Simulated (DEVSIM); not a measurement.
Device: abrupt Si n-p junction, at 300 K.

Layer 1 from the left is Si, thickness (μm) 28.0, Nd (cm⁻³) 1e15, τn (s) 1.8e-5, τp (s) 1.8e-5. Layer 2 from the left is Si, thickness (μm) 290, Na (cm⁻³) 6.4e14, τn (s) 1.8e-5, τp (s) 1.8e-5.

Left contact: ohmic. Right contact: ohmic. Voltage is applied to the left contact. Recombination: SRH at mid-gap, Auger. Mobility is μmin + (μ − μmin)/(1 + (N/Nref)^α).

This is a model device: material constants are rounded textbook-type values typed into the input, and sizes, dopings and lifetimes were drawn at random. Values at 300 K.

Si: gap (eV) 1.124, affinity (eV) 4.05, permittivity 11.7, Nc (cm⁻³) 2.86e19, Nv (cm⁻³) 3.1e19, μn (cm²/Vs) 1417, μp (cm²/Vs) 470, μn,min 52, μp,min 45, Nref,n 9.7e16, Nref,p 2.2e17, αn 0.68, αp 0.72, Cn (cm⁶/s) 2.8e-31, Cp (cm⁶/s) 9.9e-32.

Problem. Estimate by hand the built-in potential, the peak field at zero bias, the capacitance at 0.6 V, and compare with a numerical solution.

Solution. 
- Built-in potential: ni = √(Nc Nv) exp(−Eg/2kT) = 1.08e10 cm⁻³ with Eg = 1.124 eV; Vbi = kT/q ln(Na Nd/ni²) = 0.580 V; numerical 0.580 V.
- Peak field at zero bias: depletion approximation: W = √(2εVbi/(qN)) = 1.39 μm with N = 3.90e14 cm⁻³; field = 2Vbi/W = 8370 V/cm; numerical 7990 V/cm (estimate above by 4.8 %).
- Capacitance at 0.6 V: C = √(qεN / 2(Vbi + |V|)) = 5.24 nF/cm²; numerical 5.36 nF/cm² (estimate below by 2.2 %).

DEVSIM, 1D drift-diffusion, Boltzmann statistics, complete ionisation; no tunnelling, impact ionisation, image-force lowering or self-heating.
